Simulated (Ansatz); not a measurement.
Consider the following.

```
CELL_PARAMETERS angstrom
      1.50585     0.86940     6.57625
     -1.50585     0.86940     6.57625
      0.00000    -1.73881     6.57625
ATOMIC_POSITIONS crystal
  Rh 0.40104 0.40104 0.40104
  Rh 0.59896 0.59896 0.59896
  O  0.00000 0.00000 0.00000
  O  0.21768 0.21768 0.21768
  O  0.78232 0.78232 0.78232
```

No spin polarisation.

All numbers come from r2SCAN+rVV10 in Ansatz (plane waves to 500 eV, PAW, no spin-orbit coupling). Γ-centred 13×13×13 mesh, Fermi–Dirac width 0.05 eV.

**Question.** What smallest direct gap does the calculation give?

**Answer.** 1.08 eV.

**Question.** What valence-band top at Γ (three highest levels, from the VBM) does the calculation give?

**Answer.** 0.00, -1.44, -2.21 eV.

Load acts through the strain it causes; cell and atoms are relaxed under it. Stability under load was not tested beyond the relaxation. The cell was made from Rh₂O₃ in the Bi2Te3 type structure (space group R-3m, No. 166; a hypothetical phase, not in the database extracts checked; layered, stacked along the Cartesian z axis) by this change: uniaxial stress, 5 GPa compression along z. The zero or small gap of Rh2O3 can change with the level of theory.

Ansatz is a quantum-chemistry and plane-wave program.
